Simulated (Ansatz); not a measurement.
Consider interstitial H in hcp Mg, neutral cell. The step: H moves alone to another site; the atom moves 2.01 Å along (0.67, 0.34, -0.15) of the unit cell; the moving atom starts with neighbours 3 Mg at 1.99, Mg at 2.06 Å and ends with 3 Mg at 2.25, 3 Mg at 2.26 Å. DFT values are from Ansatz (plane-wave PAW, 420 eV unless said) in a cell of 36 host sites, spin-restricted, static, with no finite-size correction. Sites that were not tried may lie lower. For the PBE band: the saddle point's order was not checked, and it lies on a symmetry element of the cell, where a band can be held.

| Level | Forward barrier (eV) | Cost of the band or of the saddle's single point |
|---|---|---|
| CHGNet universal potential (has no charge state), its own band | 0.13 | - |
| PBE, a 3×3×3 k-point mesh shifted by half a step along c, band relaxed | 0.22 | about 80 core-minutes (a rough figure) |
| PBE, a 5×5×5 k-point mesh shifted by half a step along c, same geometries | 0.21 | roughly 24 core-minutes |
| r2SCAN at 500 eV, a 3×3×3 k-point mesh shifted by half a step along c, same geometries | ___ | around 10 core-minutes (rough) |

Some entries are withheld; supply them.


- r2SCAN at 500 eV, a 3×3×3 k-point mesh shifted by half a step along c, same geometries, Forward barrier (eV): 0.27

Ansatz is a program for electronic structure.
